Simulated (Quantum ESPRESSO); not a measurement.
## Equation of state of fcc Pd (space group 225): energy against volume (Quantum ESPRESSO, PBEsol)

```
Pd
1.0
    0.00000     1.88853     1.88853
    1.88853     0.00000     1.88853
    1.88853     1.88853     0.00000
Pd
1
Direct
  0.00000   0.00000   0.00000
```

Level of theory: PBEsol, GBRV 1.5 ultrasoft (PBESOL) pseudopotentials (plane waves; Quantum ESPRESSO). Settings: ecutwfc = 52 Ry; ecutrho = 416 Ry; occupations = smearing; smearing = fermi-dirac; degauss = 0.0036749 Ry; potentials = {Pd: pd_pbesol_v1.4.uspp.F.UPF}; K_POINTS = automatic 26 26 26 0 0 0; conv_thr = 1e-10 Ry; mixing_beta = 0.4. The cell above is the first row's. The rows scale it uniformly. In all rows the k mesh is held. E is the free energy at the stated smearing, counted from the lowest row.

```
V (Å^3/atom)  E (meV/atom)
------------  ------------
13.471                   ?
13.764               36.15
14.057               14.87
14.350                3.21
14.642                0.00
14.935                4.22
15.228               14.96
15.521               31.42
15.814               52.89
```

The 8 complete rows are fitted with the third-order Birch-Murnaghan form, a cubic in V^(-2/3), E against V. With u = V^(-2/3) - 0.166, the rows have u = 0.008115, 0.005687, 0.003342, 0.001083, -0.001109, -0.003231, -0.005286, -0.007277. Least squares gives E = 1.203 - 1905.39·u + 738502·u² + 3330293·u³. Residuals (row less fit): -0.003, 0.006, 0.002, -0.010, 0.000, 0.004, 0.002, -0.002; standard error 0.006 (degrees of freedom: 4). Its minimum lies at u = 0.001279, so V0 = (0.167279)^(-3/2) = 14.62. There d²E/du² = 1503000 and d³E/du³ = 1.998e7, so B0 = (4/9) × 14.62^(-7/3) × 1503000 × 0.160218 = 205 GPa (the last factor turns the table's units into GPa), and B0' = 4 + (2/3) × 0.167279 × (1.998e7)/1503000 = 5.5. The program's pressures in the fitted runs (not shown) pass through zero at V = 14.61, 0.06 % from this V0.

Q: Estimate the missing E (V = 13.471); what did the run itself give?

A: u = 0.010631, so E = 1.203 - 1905.39 × 0.010631 + 738502 × 0.010631² + 3330293 × 0.010631³ = 68.412 meV/atom. The calculation gives 68.36 meV/atom, 0.052 meV/atom below the prediction (0.1 % of the range of E in the table). The row lies outside the fitted rows, so this is an extrapolation. From the scatter of the fitted rows alone, a prediction at this place has a standard error of 0.019 meV/atom, so the miss is 2.7 times that.

Carrying the step between the two nearest rows on in a straight line would have given 57.43, off by 10.93; series whose last step already gives the withheld value aren't shown. The scan was laid around a cell of about the measured size, scaled by a guess for this functional. Spin polarisation is off. Cutoffs and mesh are single choices, not tested for convergence of this quantity. Series with a scatter that would blur these digits, or in which a gap closes, are not shown. Nor are scans whose minimum lies at an end fitted in this form.
